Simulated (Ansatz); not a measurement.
Stishovite (SiO2) was calculated with LDA (Ansatz, an electronic-structure program, plane waves, PAW).

Run with plane-wave cutoff 520 eV, 8×8×12 k mesh (along the axes of the cell as run), perturbation theory, force constants from a 4×4×4 q mesh, scalar-relativistic PAW data made under PBE.

Problem. Predict the high-frequency dielectric constant (mean over three axes), static dielectric constant (mean over three axes) and zero-point energy.

Solution. 
* **high-frequency dielectric constant (mean over three axes)**: 3.43
* **static dielectric constant (mean over three axes)**: 10.4
* **zero-point energy**: 0.108 eV/atom

Measured, for comparison: high-frequency dielectric constant 3.27 (temperature not stated, not corrected to a static lattice, mean of the two values across and the one along c; as tabulated in He et al. (2014), arXiv:1309.4805). Computed (rounded) less measured: high-frequency dielectric constant +5 %.

Cost on a shared machine: about 40 core-minutes (a rough figure).
